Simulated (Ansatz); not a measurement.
The reference is ScAl3 in the Cu3Au type structure (space group Pm-3m, No. 221; a = 4.1067 Å; relaxed with 0.1 eV smearing). Axes: x, y, z lie along the cube axes.

Level of theory: PBE/PAW in Ansatz (a first-principles code), without spin-orbit coupling.

The change: an isotropic linear strain of −1.20 %, atoms relaxed at fixed cell.

Problem. Predict the stress tensor and what it implies for the stiffness.

Solution. Stress of the strained cell less that of the base (GPa, compression positive):
```
    3.4     0.0     0.0
    0.0     3.4     0.0
    0.0     0.0     3.4
```

Then B = −ΔP/(ΔV/V₀) with ΔV/V₀ = -0.0356 gives secant stiffness values (nonlinear terms included at this strain): B ≈ 95 GPa.

As a check, the harmonic strain energy −½ V₀ Δσ:ε is 6.6 meV/atom; the computed energy rise is 6.3 meV/atom.

Stability against distortions was not tested. The final runs are not spin-polarised.
